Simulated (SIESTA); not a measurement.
Checking a run of SIESTA on LaIn₂Rh (Cmcm, 8 atoms in the cell). The aim is a self-consistent single point with DFT, GGA PBEsol, numerical atomic orbitals DZP, PseudoDojo PBEsol standard norm-conserving potentials (rewritten from UPF to PSML).

This input was run:

```
# files in the folder: Rh.psml La.psml In.psml (PseudoDojo PBEsol standard)
SystemName  siesta
SystemLabel siesta

NumberOfAtoms                8
NumberOfSpecies              3
%block ChemicalSpeciesLabel
  1 45 Rh
  2 57 La
  3 49 In
%endblock ChemicalSpeciesLabel
LatticeConstant              1.0 Ang
%block LatticeVectors
     4.328043523   -9.904672560    0.000000000
     4.328043523    9.904672560    0.000000000
     0.000000000    0.000000000   15.355767090
%endblock LatticeVectors
AtomicCoordinatesFormat      Ang
%block AtomicCoordinatesAndAtomicSpecies
     2.290302000    3.032317323    2.031480500  1
     2.290302000   -3.032317323    6.094441500  1
     2.290302000   -4.566558562    2.031480500  2
     2.290302000    4.566558562    6.094441500  2
     2.290302000   -1.554158282    0.414178244  3
     2.290302000    1.554158282    4.477139244  3
     2.290302000    1.554158282    7.711743756  3
     2.290302000   -1.554158282    3.648782756  3
%endblock AtomicCoordinatesAndAtomicSpecies

XC.functional                GGA
XC.authors                   PBEsol
PAO.BasisSize                DZP
PAO.EnergyShift              0.01 Ry
MeshCutoff                   300 Ry
%block kgrid.MonkhorstPack
    5   0   0  0.0
    0   5   0  0.0
    0   0   3  0.0
%endblock kgrid.MonkhorstPack
OccupationFunction           MP
OccupationMPOrder            1
ElectronicTemperature        100.0 meV

MaxSCFIterations             150
SCF.Mixer.Method             Pulay
SCF.Mixer.Weight             0.2
SCF.Mixer.History            8
SCF.DM.Tolerance             1.0E-04
Diag.ParallelOverK           true
WriteForces                  true
```

Log, with long lists cut:

```
reinit: Reading from file input.fdf

reinit: System Name: siesta
reinit: System Label: siesta

coor:   Atomic-coordinates input format  =     Cartesian coordinates
coor:                                          (in Angstroms)

siesta: Atomic coordinates (Bohr) and species
   [... lines left out ...]
diag: Orthogonalization factor                      =  0.100E-05
diag: Memory factor                                 =  1.0000

superc: Internal auxiliary supercell:     3 x     3 x     3  =      27
superc: Number of atoms, orbitals, and projectors:    216   3996   4644

                        Single-point calculation

superc: Internal auxiliary supercell:     3 x     3 x     3  =      27
superc: Number of atoms, orbitals, and projectors:    216   3996   4644

outcell: Unit cell vectors (Ang):
        4.328044   -9.904673    0.000000
        4.328044    9.904673    0.000000
        0.000000    0.000000   15.355767

outcell: Cell vector modules (Ang)   :   10.809001   10.809001   15.355767
outcell: Cell angles (23,13,12) (deg):     90.0000     90.0000    132.7922
outcell: Cell volume (Ang**3)        :   1316.5376
new_DM -- step:     1
Initializing Density Matrix...

Attempting to read DM from file... Failed...
DM filled with atomic data:

InitMesh: MESH = 108 x 108 x 192 = 2239488
InitMesh: Mesh cutoff (required, used) =   300.000   328.601 Ry

stepf: Methfessel-Paxton step function
       Using Hermite-Gauss polynomials of order  1
        iscf     Eharris(eV)        E_KS(eV)     FreeEng(eV)     dDmax    Ef(eV) dHmax(eV)
   scf:    1   -15182.922137   -15375.260798   -15375.276753  0.999688 -2.510667 43.357408
   scf:    2   -15014.836606   -15378.871417   -15378.875937  0.805499 -3.117451 43.880180
   scf:    3   -15472.468896   -15429.649209   -15429.650997  0.374902 -3.087356 29.106674
   scf:    4   -12773.119469   -14690.792263   -14690.815960  1.927531 -2.352693109.616933
   scf:    5   -15553.461018   -15184.549203   -15184.545301  1.035920 -2.611174 69.291037
   [... 17 lines left out ...]
   scf:   23   -15477.219572   -15477.219545   -15477.232852  0.000683 -3.146566  0.005608
   scf:   24   -15477.219514   -15477.219531   -15477.232853  0.000275 -3.146753  0.002149
   scf:   25   -15477.219526   -15477.219528   -15477.232854  0.000064 -3.146760  0.001097
   scf:   26   -15477.219524   -15477.219526   -15477.232854  0.000052 -3.146792  0.000534
SCF Convergence by DM+H criterion
max |DM_out - DM_in|         :     0.0000516301
max |H_out - H_in|      (eV) :     0.0005342199
SCF cycle converged after 26 iterations

Using DM_out to compute the final energy and forces

siesta: E_KS(eV) =           -15477.2195

siesta: E_KS - E_eggbox =    -15477.2195

siesta: Atomic forces (eV/Ang):
     1    0.000839   -0.461443    2.251310
     2    0.000361    0.461893   -2.252206
     3    0.000979    0.295049    1.200612
     4    0.001134   -0.295707   -1.201529
     5   -0.000089    0.044179    0.619084
     6    0.000104    0.998704   -1.229278
     7   -0.000074   -0.043872   -0.618123
     8   -0.000117   -0.998680    1.229689
   Tot    0.003137    0.000122   -0.000441
   Max    2.252206
   [... lines left out ...]
siesta: FreeEng =    -15477.232854
   [... lines left out ...]
siesta:    -0.000000    0.011339   -0.000892
siesta:    -0.000000   -0.000893    0.014835

siesta: Cell volume =       1316.537561 Ang**3

siesta: Pressure (static):
siesta:                Solid            Molecule  Units
siesta:          -0.00012407         -0.00006315  Ry/Bohr**3
siesta:          -0.01139164         -0.00579827  eV/Ang**3
siesta:         -18.25141174         -9.28985370  kBar
```

Is anything amiss in this input, and did it matter?

The run is not sound. The fault is cell lengths in the wrong unit (bohr against Å). Bohr and ångström differ by a factor of 1.89; the cell that the program reads is then far too large or far too small. To fix it, give the lengths in the unit that the key or card expects. The run converged in 26 iterations without an error; against the sound input the free energy rises by 3.37 eV/atom, the pressure goes from -5.93 to -1.83 GPa and the largest force goes from 0.211 to 2.299 eV/Å.

An input that runs soundly differs in these lines (not the only fix; some lines may just follow from the change or write a value another way):
```diff
-SystemName  siesta
+SystemName  LaIn2Rh
-LatticeConstant              1.0 Ang
+LatticeConstant              1.0 Bohr
```

With that input, the run converged in 13 iterations: free energy E − TS -15504.2068 eV; Fermi level (on the code's own zero) -4.17 eV; pressure -5.93 GPa; largest force (vector length) 0.211 eV/Å (DFT, GGA PBEsol, numerical atomic orbitals DZP, PseudoDojo PBEsol standard norm-conserving potentials (rewritten from UPF to PSML)).

On the sound input: the starting cell comes from a database of published, mostly measured structures (it also holds non-ambient and calculated ones), without a prior relaxation at this level. Its lattice was rescaled by a random factor within 2.5 % of one. Spin polarisation is off. Values carry the incompleteness of an atom-centred basis. With a pressure of about -6 GPa the cell is away from its equilibrium volume at this level.
